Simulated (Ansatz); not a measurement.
Start from Rb in the bcc (W type) structure (space group Im-3m, No. 229; a = 5.571 Å; relaxed with 0.1 eV smearing).

Structures relaxed with plane-wave PAW DFT at the PBEsol level (Ansatz, a quantum-chemistry and plane-wave program, 420 eV), no spin-orbit coupling.

Base:

Simulated powder pattern, Mo Kα, λ = 0.71073 Å (kinematic, ideal powder, no thermal factors, no anomalous dispersion; the 8 strongest lines at most, above 2 %, up to 2θ = 40°):

```
2θ (°)  I/Imax (%)    hkl
------  ----------  -----
10.35          100  (110)
14.66           21  (200)
17.98           49  (211)
20.79           16  (220)
23.27           24  (310)
27.62           28  (321)
31.40           14  (411)
37.96           16  (431)
```

After one change:

Simulated powder pattern, Mo Kα, λ = 0.71073 Å (kinematic, ideal powder, no thermal factors, no anomalous dispersion; the 8 strongest lines at most, above 2 %, up to 2θ = 40°):

```tsv
2θ (°)	I/Imax (%)
10.30	100
14.59	21
17.89	50
20.68	16
23.16	24
27.48	28
31.24	14
37.76	16
```

**Question.** Which of these changes matches the shifts?
A) isotropic strain +1.00 %
B) isotropic strain +2.00 %
C) isotropic strain +0.50 %
D) isotropic strain +2.50 %

**Answer.** C, isotropic strain +0.50 %. Its volume per atom is 87.77 Å³ against 86.46 Å³, and its space group is Im-3m (No. 229).

No phonon test of stability was made.
